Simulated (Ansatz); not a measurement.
**Thickness series in LiBr**

The parent structure is LiBr in the wurtzite structure (space group P6_3mc, No. 186; a model cell, its experimental status unchecked).

```xyz
4
Lattice="4.1364 0.0000 0.0000 -2.0682 3.5822 0.0000 0.0000 0.0000 6.6149" Properties=species:S:1:pos:R:3 pbc="T T T"
Li     2.0682     1.1941     0.0208
Li     0.0000     2.3882     3.3282
Br     2.0682     1.1941     4.1148
Br     0.0000     2.3882     0.8074
```

Cartesian axes are those of the cell as printed.

Free-standing slabs (4 atom(s) a layer) normal to the y axis with 15 Å of vacuum; in-plane cell held at bulk.

The values are results of PBEsol (Ansatz, a program for electronic structure, PAW, no spin-orbit coupling), not measurements.

Notes on the quantities. excess energy per area of both faces: slab less bulk energy over the cell's area: twice a surface energy.

| variant | band gap | thickness between the outermost nuclei | excess energy per area of both faces |
|---|---|---|---|
| base | 4.82 eV | – | – |
| 1 layer | 5.37 eV | 1.62 Å | – |
| 2 layers | 5.03 eV | 5.04 Å | 0.36 J/m² |
| 3 layers | 4.91 eV | 8.57 Å | 0.37 J/m² |
| 4 layers | … | 12.13 Å | 0.37 J/m² |

### Question
Fill in the withheld entries from the trend.

### Answer

- 4 layers, band gap: 4.86 eV

Slab and bulk use different k-meshes, which limits the precision of the excess energy. Whether these cells are dynamically stable was not tested. This is not the structure that LiBr has at room temperature and ambient pressure.
